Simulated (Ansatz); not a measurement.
YSi2 (within 0.1 Å of I4₁/amd, No. 141, 6 atoms in the cell; start mp-12769; a measured phase of this formula has another space group)

The numbers are results of r²SCAN (Ansatz, a first-principles code, plane waves, PAW), not measurements.

Numerical settings: plane-wave cutoff 500 eV, 10×10×6 k mesh (along the axes of the cell as run), Fermi–Dirac smearing 0.05 eV, scalar-relativistic PAW data made under PBE.

Cell (relaxed at this level):

```
CELL_PARAMETERS angstrom
      2.82086    -2.81772    -0.02525
      2.82086     2.81772    -0.02525
     -2.78248     0.00000     7.25666
ATOMIC_POSITIONS crystal
  Y  0.62545 0.37455 0.75000
  Y  0.37455 0.62545 0.25000
  Si 0.04298 0.79284 0.58493
  Si 0.95702 0.20716 0.41507
  Si 0.20716 0.95702 0.91507
  Si 0.79284 0.04298 0.08493
```

```json
{
 "band_gap": "none"
}
```

Spin–orbit coupling is not included.

Static lattice: no zero-point or thermal effects.

A start named mp-… is a Materials Project structure, which need not be a measured phase.
